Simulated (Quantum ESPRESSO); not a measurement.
Density of states of Sn₂Ru (I4/mcm, 6 atoms in the cell).

```yaml
crystal:
  lattice:
    - [3.19369, -3.19369, 2.88712]
    - [3.19369, 3.19369, 2.88712]
    - [-3.19369, -3.19369, 2.88712]
  atoms:
    - { symbol: Sn, position: [0.17458, 0.16271, 0.66271] }
    - { symbol: Sn, position: [0.82542, 0.83729, 0.33729] }
    - { symbol: Sn, position: [0.50000, 0.33729, 0.16271] }
    - { symbol: Sn, position: [0.50000, 0.66271, 0.83729] }
    - { symbol: Ru, position: [0.00000, 0.25000, 0.25000] }
    - { symbol: Ru, position: [0.00000, 0.75000, 0.75000] }
```

Method: LDA (PZ), GBRV 1.5 ultrasoft (LDA) pseudopotentials (plane waves; Quantum ESPRESSO 7.5).

SCF settings: ecutwfc = 40 Ry; ecutrho = 320 Ry; occupations = smearing; smearing = methfessel-paxton; degauss = 0.0073499 Ry; potentials = {Sn: sn_lda_v1.4.uspp.F.UPF, Ru: ru_lda_v1.2.uspp.F.UPF}; K_POINTS = automatic 5 5 5 0 0 0; conv_thr = 1e-10 Ry. Keys of the DOS step: nscf.calculation = nscf; nscf.nbnd = 53; nscf.startingwfc = random; nscf.diago_thr_init = 1e-06; nscf.diagonalization = cg; nscf.K_POINTS = automatic 9 9 9 0 0 0; dos.x.fildos = dos.dat; dos.x.Emin = -15 eV; dos.x.Emax = 30 eV; dos.x.DeltaE = 0.05 eV; dos.x.ngauss = 0; dos.x.degauss = 0.00147 Ry.

The starting cell comes from a database of computed structures (which also holds hypothetical and non-ambient phases and stackings), without a prior relaxation at this level. Spin polarisation is off.

Total DOS (both spins), as means of the tabulated values in each energy bin; the zero is the program's Fermi level or highest filled level, and the curve is cut to this window:

```tsv
E (eV)	states/eV/cell
-7.80	1.90
-7.40	1.94
-7.00	1.91
-6.60	2.28
-6.20	0.62
-5.80	0.13
-5.40	0.30
-5.00	1.49
-4.60	2.52
-4.20	1.29
-3.80	4.54
-3.40	3.92
-3.00	3.98
-2.60	5.34
-2.20	8.15
-1.80	6.35
-1.40	3.43
-1.00	6.36
-0.60	5.36
-0.20	4.01
0.20	1.83
0.60	2.52
1.00	1.47
1.40	1.47
1.80	2.70
2.20	2.57
2.60	4.23
```

Around zero the curve holds about 2.5 states/eV/cell.
